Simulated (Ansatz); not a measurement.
## Pressure series in Cu3Au

Consider Cu$_{3}$Au in the Cu3Au type structure (space group Pm-3m, No. 221).

```cif
data_AuCu3
_chemical_formula_sum 'Cu3 Au1'
_space_group_name_H-M_alt 'Pm-3m'
_space_group_IT_number 221
_space_group_name_Hall '-P 4 2 3'
_cell_length_a 3.78050
_cell_length_b 3.78050
_cell_length_c 3.78050
_cell_angle_alpha 90.000
_cell_angle_beta 90.000
_cell_angle_gamma 90.000
loop_
_atom_site_label
_atom_site_type_symbol
_atom_site_symmetry_multiplicity
_atom_site_Wyckoff_symbol
_atom_site_fract_x
_atom_site_fract_y
_atom_site_fract_z
_atom_site_occupancy
Cu1 Cu 3 c 0.00000 0.50000 0.50000 1
Au1 Au 1 a 0.00000 0.00000 0.00000 1
```

Cell and atoms are relaxed at each pressure.

Calculations: Ansatz (an electronic-structure program) PBE, no spin-orbit coupling.

| P (GPa) | V (Å³/atom) |
|---|---|
| -2.00 | 13.707 |
| -1.00 | 13.605 |
| 3.00 | 13.240 |
| 7.00 | 12.928 |
| 15.00 | 12.412 |
| 30.00 | 11.688 |
| 50.00 | 10.994 |
| 75.00 | 10.362 |
| 100.00 | 9.880 |

Question: Fit a third-order Birch–Murnaghan equation of state.

Answer: Least squares on P(V) = (3B₀/2)[(V₀/V)^(7/3) − (V₀/V)^(5/3)]·[1 + (3/4)(B₀′ − 4)((V₀/V)^(2/3) − 1)] gives V₀ = 13.51 Å³/atom, B₀ = 143 GPa and B₀′ = 5.1.

Load acts through the strain it causes; cell and atoms are relaxed under it. Whether these cells are dynamically stable was not tested. Competing high-pressure phases were not computed. All final runs are without spin polarisation.
